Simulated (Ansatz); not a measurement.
Response to strain in ZrSi2

Take ZrSi$_{2}$ (space group Cmcm, No. 63; a = 3.705 Å, b = 14.795 Å, c = 3.679 Å) as the base. Axes: x, y, z lie along a, b, c of the conventional cell.

Strains are applied to the cell and any free atomic positions relax; under biaxial strain the out-of-plane vector relaxes too; under stress the whole cell relaxes.

Computed with PBE (Ansatz, a program for electronic structure), no spin-orbit coupling, earlier PAW set.

Candidates:
(a) uniaxial strain ε_zz = −2.57 %
(b) biaxial strain +0.29 %, plane normal [001], relaxed out of plane
(c) isotropic strain −1.37 %
(d) uniaxial stress, 5 GPa compression along z

Notes on the quantities. energy relative to the base: free energy F.

### Question
Order them by energy relative to the base, highest first.

### Answer
(c) isotropic strain −1.37 % (+12 meV/atom), (a) uniaxial strain ε_zz = −2.57 % (+10 meV/atom), (d) uniaxial stress, 5 GPa compression along z (+5.5 meV/atom), (b) biaxial strain +0.29 %, plane normal [001], relaxed out of plane (+0.2 meV/atom)

Without a gap, meshes like the base's 13×13×13 leave anisotropic stresses uncertain by several tenths of a GPa, and small strain energies with them. Stability under load was not tested beyond the relaxation. The final runs are not spin-polarised.
